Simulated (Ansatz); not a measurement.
# Os with two functionals, isotropic strain −1.52 %

Start from Os in the hcp (Mg type) structure (space group P6_3/mmc, No. 194; a = 2.7543 Å, c = 4.3475 Å; relaxed with 0.1 eV smearing).

(Cell as relaxed with PBE.)

Levels (all Ansatz, an electronic-structure program, PAW, earlier PAW set): PBE (420 eV, no SOC); r2SCAN (500 eV, spin-orbit coupling left out).

Each level relaxes its own structure.

| base | PBE | r2SCAN |
|---|---|---|
| volume per atom | 14.28 Å³ | 14.03 Å³ |
| lattice parameter a | 2.754 Å | 2.738 Å |
| band gap | zero | zero |

The change: every lattice vector is shortened by 1.52 %, atoms relaxed at fixed cell.

```tsv
quantity	PBE	r2SCAN
energy relative to the base (free energy F)	+39 meV/atom	+41 meV/atom
pressure (mean of the normal stresses, compression positive)	20.4 GPa	21.9 GPa
band gap	zero	zero
```

PBE's energy relative to the base lies 2.2 meV/atom below r2SCAN's; PBE's pressure lies 1.5 GPa below r2SCAN's; the two agree on the band gap. Neither level is exact; r2SCAN is the comparison here, not a measurement.

Stability against distortions was not tested. The final runs are not spin-polarised.
